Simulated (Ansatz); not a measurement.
A zone-centre phonon calculation of TiNi (P6mm, 6 atoms in the cell) with Ansatz (a program for electronic structure).

Method: LDA (PW92), default PAW files made with PBE (plane waves; Ansatz).

```xyz
6
Lattice="4.5038 0.0000 0.0000 -2.2519 3.9004 0.0000 0.0000 0.0000 4.7551" Properties=species:S:1:pos:R:3 pbc="T T T"
Ti     0.0000     0.0000     3.4444
Ti     2.2519     1.3001     0.7002
Ti     0.0000     2.6003     0.7002
Ni     0.0000     0.0000     1.0187
Ni     0.0000     2.6003     3.1073
Ni     2.2519     1.3001     3.1073
```

Reference input (self-consistent single point, DFT, PBEsol, plane waves, default PAW files made with PBE): basis.ecutwfc = 420 eV; kpoints.mp_grid.grid = 6 6 5; hamiltonian.xc = pbesol; hamiltonian.pseudopotentials = {kind: paw} (the program's default PAW files); scf.occupations.method = fermi_dirac; scf.occupations.width = 0.1 eV. This run's input differs from it in these lines:

Ansatz 0.2 input:
```diff
@@ -19,3 +19,3 @@
 hamiltonian:
-  xc: pbesol
+  xc: lda
   pseudopotentials:
@@ -26,6 +26,4 @@
     width: 0.1
-output:
-  forces: true
-  eigenvalues: true
-  stress: true
+phonons:
+  method: dfpt
```

Log, with long lists cut:

```
SCF iter   1: F=—  HF=-24671.773879 eV  |F-HF|=—  |Δ(HF+E_count)|=         —  Δρ=1.40e-2  dr2=7.59e-2  ethr=1.77e-3  ⟨swp⟩=5.1  Hψ=9046  notcnv=0
all-band conjugate gradients solve this SCF's bands
preconditioner: auto → Kerker (q_TF=auto, 2.762 Å⁻¹)
SCF iter   2: F=—  HF=-24671.758222 eV  |F-HF|=—  |Δ(HF+E_count)|=   1.57e-2  Δρ=3.88e-3  dr2=8.35e-3  ethr=8.44e-5  ⟨swp⟩=2.0  Hψ=5501  notcnv=0
   [... lines left out ...]
SCF iter   8: F=—  HF=-24671.756861 eV  |F-HF|=—  |Δ(HF+E_count)|=   3.35e-8  Δρ=2.81e-6  dr2=5.37e-9  ethr=2.66e-10  ⟨swp⟩=2.0  Hψ=4067  notcnv=0
SCF iter   9: F=—  HF=-24671.756861 eV  |F-HF|=—  |Δ(HF+E_count)|=  7.39e-10  Δρ=1.39e-6  dr2=1.49e-9  ethr=5.97e-12  ⟨swp⟩=2.1  Hψ=4720  notcnv=0
SCF iter  10: F=—  HF=-24671.756861 eV  |F-HF|=—  |Δ(HF+E_count)|=  1.64e-10  Δρ=3.07e-7  dr2=1.12e-10  ethr=1.66e-12  ⟨swp⟩=2.1  Hψ=3834  notcnv=0
SCF iter  11: F=-24671.756861 eV  HF=-24671.756861 eV  |F-HF|=3.64e-12  |Δ(HF+E_count)|=  1.82e-11  Δρ=6.76e-8  dr2=6.18e-12  ethr=1.00e-12  ⟨swp⟩=4.7  Hψ=13850  notcnv=0
SCF 1 converged in 11 iterations: F = -24671.756861 eV  dr2 = 6.18e-12
DFPT response loops at Γ: preconditioner auto → Kerker (q_TF=auto, 2.762 Å⁻¹) (partly filled bands, converged f_vac=0.000) …
Free energy (F): -24671.756861 eV
Internal energy: -24671.582789 eV  (E = F + TS)
E sigma→0 (E₀):  -24671.669825 eV
Entropy (-TS):   -0.174072 eV (-29.012 meV/atom)
Fermi energy:    15.123540 eV
--- Phonons (Γ-DFPT): 8 representative perturbations + reference, on 55 of 180 k-points (Σ response iterations 32) ---
  k mesh reduced under 2 symmetry operations, with k and −k counted as one. Each operation leaves every solved perturbation unchanged …
  ASR residual: 1.769e-3 → 0.000e0 eV/Å²; symmetrization residual: 1.742e-5 eV/Å²
  ASR residual per site (eV/Å²): 1.41e-3 1.77e-3 1.77e-3 1.27e-3 1.25e-3 1.25e-3
  Γ frequencies (cm⁻¹): -110.52 -90.08 -90.08 0.00 0.00 0.00 84.34 136.54 136.54 183.28 183.28 192.60 206.68 208.07 208.07 224.80 224.80 225.58
  non-analytic LO–TO correction: not included (Born effective charges unavailable; polar crystals: no LO–TO splitting at Γ)
```

The run converged in 11 iterations. 

Summary of the result:
| Quantity | Value |
|---|---|
| Free energy E − TS (on the zero of these files) | -24671.7569 eV |
| Fermi level (on the code's own zero) | 15.12 eV |
| Zone-centre frequencies (cm⁻¹; negative means imaginary) | -111, -90, -90, 0, 0, 0, 84, 137, 137, 183, 183, 193, 207, 208, 208, 225, 225, 226 |

The starting cell comes from a database of computed structures (which also holds hypothetical and non-ambient phases and stackings), without a prior relaxation at this level. Spin polarisation is off.

Cost on one core of a shared machine: roughly 4 min.
